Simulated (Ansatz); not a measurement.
## Fluorite CoSi₂: bulk modulus by level of theory

No measured value is used here.

```json
[
 {"level (code)": "LDA (Ansatz)", "value (GPa)": "203", "cell (Å³/atom)": "12.22"},
 {"level (code)": "PBE (Ansatz)", "value (GPa)": "[?]", "cell (Å³/atom)": "12.83"},
 {"level (code)": "r²SCAN-D4 (Ansatz)", "value (GPa)": "202", "cell (Å³/atom)": "12.40"},
 {"level (code)": "r²SCAN0 (Ansatz)", "value (GPa)": "216", "cell (Å³/atom)": "12.18"},
 {"level (code)": "Hartree–Fock (Ansatz)", "value (GPa)": "190", "cell (Å³/atom)": "12.62"}
]
```

### Question
What belongs in the gaps?

### Answer

- PBE (Ansatz, an electronic-structure program), value (GPa): 179

The crystal itself was run without spin with LDA, PBE, r²SCAN-D4, r²SCAN0, Hartree–Fock; a magnetic state was not tried in these runs. r²SCAN0, Hartree–Fock: the run has no spin polarisation, so it can have missed a magnetic state. Each level is taken at its own relaxed cell. Cutoffs and k meshes differ between the levels. Ansatz's density-functional and Hartree–Fock values are scalar-relativistic unless marked +SOC, with PAW data made under PBE.
